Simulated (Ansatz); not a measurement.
Band structure of Zn13Co (C2/m, 14 atoms in the cell).

```
CELL_PARAMETERS angstrom
      5.42326    -3.76750     0.00000
      5.42326     3.76750     0.00000
     -0.92836     0.00000     4.90492
ATOMIC_POSITIONS crystal
  Zn 0.37550 0.78050 0.32200
  Zn 0.21950 0.62450 0.67800
  Zn 0.62450 0.21950 0.67800
  Zn 0.78050 0.37550 0.32200
  Co 0.00000 0.00000 0.50000
  Zn 0.35300 0.00000 0.80000
  Zn 0.00000 0.64700 0.20000
  Zn 0.64700 0.00000 0.20000
  Zn 0.00000 0.35300 0.80000
  Zn 0.21900 0.21900 0.36100
  Zn 0.78100 0.78100 0.63900
  Zn 0.61100 0.61100 0.93000
  Zn 0.38900 0.38900 0.07000
  Zn 0.00000 0.00000 0.00000
```
Moments meant for the start (each program seeds them in its own way; μB, in the order of the atoms Zn Zn Zn Zn Co Zn Zn Zn Zn Zn Zn Zn Zn Zn): 0.0 0.0 0.0 0.0 3.0 0.0 0.0 0.0 0.0 0.0 0.0 0.0 0.0 0.0.

Level of theory: PBEsol, default PAW files made with PBE (plane waves; Ansatz, a program for electronic structure).

Settings: kpoints.mp_grid.grid = 3 3 4; hamiltonian.xc = pbesol; hamiltonian.pseudopotentials = {kind: paw} (the program's default PAW files); magnetization.spin_polarized = true; scf.occupations.method = fermi_dirac; scf.occupations.width = 0.136 eV; kpoints.band_path.npoints = 16.

The starting cell comes from a database of published, mostly measured structures (it also holds non-ambient and calculated ones), without a prior relaxation at this level. The starting moments vanished: the run ended non-magnetic, which need not be the lowest state. The program warned that a starting moment was not kept.

Levels in eV from the Fermi level, bands 83 to 90 of the first spin channel:
```tsv
point	83	84	85	86	87	88	89	90
Γ	-1.27	-0.95	-0.70	-0.06	0.05	0.31	0.36	1.33
Y	-1.46	-1.41	-0.53	-0.39	0.45	0.54	1.72	2.28
F	-1.64	-1.55	-0.92	-0.87	-0.09	0.13	1.41	1.42
L	-1.62	-1.43	0.21	0.35	1.20	1.32	1.34	1.44
I	-1.65	-1.19	-0.39	-0.06	0.44	0.46	1.20	1.45
```

Bands cross the Fermi level along this path, so the cell is metallic at this level.

The net moment of the cell came out as 0.00 μB.

Keys are those of Ansatz 0.2.
